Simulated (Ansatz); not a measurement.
## A self-consistent single point of LaNi4Sn2 (I4/mcm, 14 atoms in the cell) with Ansatz

Computed with PBEsol, default PAW files made with PBE (plane waves; Ansatz, a program for electronic structure).

Input:

Ansatz 0.2 input:
```yaml
crystal:
  lattice:
    - [-3.885125, 3.885125, 3.963220]
    - [3.885125, -3.885125, 3.963220]
    - [3.885125, 3.885125, -3.963220]
  atoms:
    - { symbol: La, position: [0.250000, 0.250000, 0.000000] }
    - { symbol: La, position: [0.750000, 0.750000, 0.000000] }
    - { symbol: Ni, position: [0.302060, 0.802060, 0.776200] }
    - { symbol: Ni, position: [0.697940, 0.197940, 0.223800] }
    - { symbol: Ni, position: [0.802060, 0.025860, 0.500000] }
    - { symbol: Ni, position: [0.197940, 0.974140, 0.500000] }
    - { symbol: Ni, position: [0.025860, 0.525860, 0.223800] }
    - { symbol: Ni, position: [0.974140, 0.474140, 0.776200] }
    - { symbol: Ni, position: [0.525860, 0.302060, 0.500000] }
    - { symbol: Ni, position: [0.474140, 0.697940, 0.500000] }
    - { symbol: Sn, position: [0.340790, 0.840790, 0.181580] }
    - { symbol: Sn, position: [0.659210, 0.159210, 0.818420] }
    - { symbol: Sn, position: [0.840790, 0.659210, 0.500000] }
    - { symbol: Sn, position: [0.159210, 0.340790, 0.500000] }
basis:
  ecutwfc: 420.0
kpoints:
  mp_grid: { grid: [4, 4, 4] }
hamiltonian:
  xc: pbesol
  pseudopotentials: { kind: paw }
scf:
  occupations: { method: fermi_dirac, width: 0.1 }
output:
  forces: true
  eigenvalues: true
  stress: true
```

The program printed (abridged):

```
WARN ansatz: RAYON_NUM_THREADS=1 ignored (pool sized by the plan → 1); use --threads N
Pseudopotentials: kind: paw
Pseudopotential: La, paw, valence charge 11
Pseudopotential: Ni, paw, valence charge 18
Pseudopotential: Sn, paw, valence charge 14
Crystal: 14 atoms, lattice volume = 239.286 Å³
Basis set: ecut = 420 eV, 4681 PW (Γ), exchange–correlation on 96×96×96 points (8 copies of the dense FFT grid, shifted against one another)
Bands: 134, of which v1, the nominal top of the filled ones, is band 111 counted from 1 (110 counted from 0)
Symmetry: 16 space group operations
Space group: I4/mcm (ITA 140), of the structure as read, at distance tolerance 6.2e-5 Å
k-points: 13 of 64
PAW frozen core: La, regenerated for the run's functional, and the local potential with it
PAW frozen core: Ni, regenerated for the run's functional, and the local potential with it
PAW frozen core: Sn, regenerated for the run's functional, and the local potential with it
Initial density: superposition of atomic densities (neutral atoms: chi_scale 0, normalization atom), corrected by the library's trained network
Initial wavefunctions: pseudopotential atomic-orbital guess
Eigensolver: davidson
Functional: x = pbesol(κ = 0.804, μ = 0.12345679012345678), c = pbesol(β = 0.046)
SCF iter   1: F=—  HF=-82567.952762 eV  |F-HF|=—  |Δ(HF+E_count)|=         —  Δρ=2.39e-2  dr2=9.53e-1  ethr=1.77e-3  ⟨swp⟩=5.8  Hψ=6358  notcnv=0
all-band conjugate gradients solve this SCF's bands
preconditioner: auto → Kerker (q_TF=auto, 2.694 Å⁻¹)
SCF iter   2: F=—  HF=-82567.858719 eV  |F-HF|=—  |Δ(HF+E_count)|=   9.40e-2  Δρ=5.00e-3  dr2=4.83e-2  ethr=4.29e-4  ⟨swp⟩=2.0  Hψ=2376  notcnv=0
SCF iter   3: F=—  HF=-82567.852560 eV  |F-HF|=—  |Δ(HF+E_count)|=   6.16e-3  Δρ=1.57e-3  dr2=5.77e-3  ethr=2.18e-5  ⟨swp⟩=2.0  Hψ=2200  notcnv=0
SCF iter   4: F=—  HF=-82567.851959 eV  |F-HF|=—  |Δ(HF+E_count)|=   6.00e-4  Δρ=3.18e-4  dr2=1.60e-4  ethr=2.60e-6  ⟨swp⟩=2.0  Hψ=2055  notcnv=0
SCF iter   5: F=—  HF=-82567.852009 eV  |F-HF|=—  |Δ(HF+E_count)|=   4.99e-5  Δρ=1.15e-4  dr2=3.84e-5  ethr=7.19e-8  ⟨swp⟩=2.0  Hψ=3185  notcnv=0
SCF iter   6: F=—  HF=-82567.851839 eV  |F-HF|=—  |Δ(HF+E_count)|=   1.70e-4  Δρ=3.68e-5  dr2=5.64e-6  ethr=1.73e-8  ⟨swp⟩=2.3  Hψ=2561  notcnv=0
SCF iter   7: F=—  HF=-82567.851839 eV  |F-HF|=—  |Δ(HF+E_count)|=   7.37e-7  Δρ=9.89e-6  dr2=2.64e-7  ethr=2.54e-9  ⟨swp⟩=2.0  Hψ=2546  notcnv=0
SCF iter   8: F=-82567.851839 eV  HF=-82567.851839 eV  |F-HF|=1.48e-8  |Δ(HF+E_count)|=   4.62e-8  Δρ=2.63e-6  dr2=2.01e-8  ethr=4.50e-11  ⟨swp⟩=4.6  Hψ=6363  notcnv=0
SCF 1 converged in 8 iterations: F = -82567.851839 eV  dr2 = 2.01e-8
SCF converged after 8 iterations
Free energy (F): -82567.851839 eV
Harris-Foulkes:  -82567.851839 eV  (|F-HF|=1.48e-8)
Internal energy: -82567.526205 eV  (E = F + TS)
E sigma→0 (E₀):  -82567.689022 eV
Entropy (-TS):   -0.325634 eV (-23.260 meV/atom)
Fermi energy:    14.921905 eV
--- Per-component energies (eV) ---
  E_band       = -2770.493210
  E_kinetic    = 3420.635565
  E_local      = -40423.412684  (includes V_loc(G=0)·N_el)
  E_nonlocal   = 5204.408481
  E_hartree    = 18205.306118
  E_xc         = -2467.407224
  E_vxc        = -1555.620126  (∫ρ·V_xc dr)
  E_paw        = -39728.397347  (= ΣΔE_a)
  E_vpaw       = -5827.119024  (= ΣTr[D̂ρ^β])
  E_aug_tail   = 0.003942  (compensation charges beyond the density's cutoff)
  E_ewald      = -26781.719745
  E_core_change = 3.056689  (= ΣΔE_core)
  E_smearing   = -0.325634  (= −TS)
  E_closure    = 0.000000  (closes the sum)
  Σ components = -82567.851839   (vs F -82567.851839, Δ=0.00e0)
--- Forces (eV/Å), atoms counted from 1 ---
  atom   1  La    -0.00000000     0.00000000     0.00000000
  atom   2  La     0.00000000    -0.00000000     0.00000000
  atom   3  Ni    -0.07008150    -0.07008150    -0.02953481
  atom   4  Ni     0.07008150     0.07008150     0.02953481
  atom   5  Ni     0.07008150    -0.07008150    -0.02953481
  atom   6  Ni    -0.07008150     0.07008150     0.02953481
  atom   7  Ni     0.07008150     0.07008150    -0.02953481
  atom   8  Ni    -0.07008150    -0.07008150     0.02953481
  atom   9  Ni    -0.07008150     0.07008150    -0.02953481
  atom  10  Ni     0.07008150    -0.07008150     0.02953481
  atom  11  Sn     0.04051307     0.04051307     0.00000000
  atom  12  Sn    -0.04051307    -0.04051307     0.00000000
  atom  13  Sn    -0.04051307     0.04051307     0.00000000
  atom  14  Sn     0.04051307    -0.04051307     0.00000000
  max |Σ_I F_I| component: 3.47e-17 eV/Å
--- Stress (GPa, compression-positive) ---
       -4.847576       0.000000      -0.000000
        0.000000      -4.847576       0.000000
        0.000000      -0.000000      -5.431990
  P = ⅓ Tr σ = -5.0424 GPa (-50.424 kbar)
  The stress holds the Pulay correction. Without it, at fixed plane waves, as pw.x and ABINIT print it: P = -5.1000 GPa
--- Band table (eV; the first three rows and the last of 13) ---
  k-point 0: bands = ["-87.6115", "-87.6072", "-87.6058", "-87.6058", "-87.6036", "-87.6036", "-87.6029", "-87.5986", "-48.2583", "-48.2381", "-48.2332", "-48.2332", "-48.2108", "-48.2108", "-48.2015", "-48.1767", "-48.1629", "-48.1609", "-48.1509", [...]
  k-point 1: bands = ["-87.6113", "-87.6075", "-87.6064", "-87.6058", "-87.6036", "-87.6031", "-87.6026", "-87.5989", "-48.2585", "-48.2382", "-48.2331", "-48.2326", "-48.2109", "-48.2108", "-48.2018", "-48.1766", "-48.1633", "-48.1605", "-48.1508", [...]
  k-point 2: bands = ["-87.6110", "-87.6078", "-87.6069", "-87.6058", "-87.6036", "-87.6026", "-87.6023", "-87.5991", "-48.2587", "-48.2384", "-48.2331", "-48.2320", "-48.2109", "-48.2108", "-48.2021", "-48.1766", "-48.1636", "-48.1602", "-48.1507", [...]
  k-point 12: bands = ["-87.6105", "-87.6083", "-87.6069", "-87.6069", "-87.6026", "-87.6026", "-87.6019", "-87.5996", "-48.2591", "-48.2387", "-48.2319", "-48.2319", "-48.2109", "-48.2109", "-48.2029", "-48.1766", "-48.1642", "-48.1595", [...]
```

The run converged in 8 iterations.

The starting cell comes from a database of computed structures (which also holds hypothetical and non-ambient phases and stackings), without a prior relaxation at this level. Spin polarisation is off. With a pressure of about -5 GPa the cell is away from its equilibrium volume at this level. Ansatz's pressure includes its estimate of the finite-basis (Pulay) stress.
